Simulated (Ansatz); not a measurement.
Structures of equal composition on the (0001) surface of hcp Ru: a pseudomorphic layer of Ir in the host's stacking; a pseudomorphic layer of Ir in the other hollow. The slabs share one bottom face, and each structure is named by its start. These are constructed structures in small cells; real faces may alloy, dewet or reconstruct in larger ones, and not all known structures of the face are among them. Slabs of about 11 Å, Fermi-Dirac smearing of 0.1 eV. Bottom of the slabs: a bare face, its two planes held. Relaxed from the named starts with such symmetry as they have, on meshes of like density; energies extrapolated to zero smearing; spin only where a row says so; no spin-orbit coupling, no U. Brackets mark spin-polarised runs, whose order is one that fits the cell.

Level of theory: PBE (plane waves to 420 eV, PAW; Ansatz, a first-principles code).

Put the candidates in order of energy per 1x1 cell, lowest first, for PBE.

a pseudomorphic layer of Ir in the host's stacking (0.000 eV), a pseudomorphic layer of Ir in the other hollow (0.087 eV)
